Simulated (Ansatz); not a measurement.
## Pressure series in TiO2

Start from TiO2 in the anatase structure (space group I4_1/amd, No. 141; a = 3.7393 Å, c = 9.4551 Å).

Cell and atoms are relaxed at each pressure.

Calculations: Ansatz (a program for electronic structure) LDA, no SOC.

| P (GPa) | V (Å³/atom) |
|---|---|
| -2.00 | 11.134 |
| -1.00 | 11.075 |
| 0.90 | 10.966 |
| 2.10 | 10.898 |
| 4.49 | 10.767 |
| 9.00 | 10.529 |
| 15.00 | 10.233 |
| 22.50 | 9.894 |
| 30.00 | 9.589 |

A third-order Birch–Murnaghan fit to these points gives V₀ = 11.02 Å³/atom, B₀ = 188 GPa and B₀′ = 2.2. At pressure 30 GPa the volume is 87.0 % of V₀.

Load acts through the strain it causes; cell and atoms are relaxed under it. Whether these cells are dynamically stable was not tested. No other phases were tried under pressure. The final runs are not spin-polarised.
